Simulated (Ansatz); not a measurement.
Level of theory: PBE (plane waves to 420 eV, PAW; Ansatz, a first-principles code).

Electrostatic potential energy of an electron, averaged over planes parallel to the surface, in eV from the Fermi level, for CH3 on the 1x1 (111) surface of fcc Ir, one in a 2x2 cell, started at the site 'bridge Ir-Ir (span 2.7 Å)':

(z (Å), V (eV)): (5.49, 5.50); (5.78, 5.50); (6.07, 5.50); (6.36, 5.50); (6.64, 5.49); (6.93, 5.46); (7.22, 5.41); (7.51, 5.30); (7.80, 5.06); (8.09, 4.51); (8.38, 3.31); (8.67, 0.62); (8.96, -6.09); (9.24, -15.71); (9.53, -22.66); (9.82, -23.38); (10.11, -17.56); (10.40, -8.45); (10.69, -2.33); (10.98, -3.38); (11.27, -11.05); (11.56, -19.84); (11.84, -24.30); (12.13, -22.09); (12.42, -14.38); (12.71, -5.50); (13.00, -1.90); (13.29, -5.33); (13.58, -14.14); (13.87, -21.92); (14.16, -24.28); (14.44, -19.95); (14.73, -11.22); (15.02, -3.44); (15.31, -2.16); (15.60, -7.78); (15.89, -16.74); (16.18, -22.92); (16.47, -22.82); (16.76, -16.39); (17.04, -6.96); (17.33, 0.06); (17.62, 2.88); (17.91, 3.50); (18.20, 2.40); (18.49, 0.93); (18.78, -0.30); (19.07, 1.00); (19.36, 3.59); (19.64, 4.43); (19.93, 4.74); (20.22, 4.86); (20.51, 4.90); (20.80, 4.92); (21.09, 4.93); (21.38, 4.93); (21.67, 4.93); (21.96, 4.93); (22.24, 4.93); (22.53, 4.93); (22.82, 4.93); (23.11, 4.93); (23.40, 4.93)

Model: 20-atom slab, 6.6 Å thick at the start under the adsorbate (thin: gaps and levels are the slab's own), 6x6x1 mesh, Fermi-Dirac 0.1 eV, dipole correction, 8 atoms held, the rest relaxed; no symmetry held; no spin, no spin-orbit, no U, no dispersion correction. At the end it is bonded to Ir. In PBE it is, or lies within 0.03 eV of, the lowest of the starts that converged.

### Question
The surface cell has an area of 25.95 Å². What dipole along the normal does the step between the two vacuum levels imply?

### Answer
the top vacuum level lies 0.57 eV below the bottom one; p = −ε₀ A ΔV (ε₀ = 0.005526 e/(V·Å)) gives 0.08 e·Å a cell.
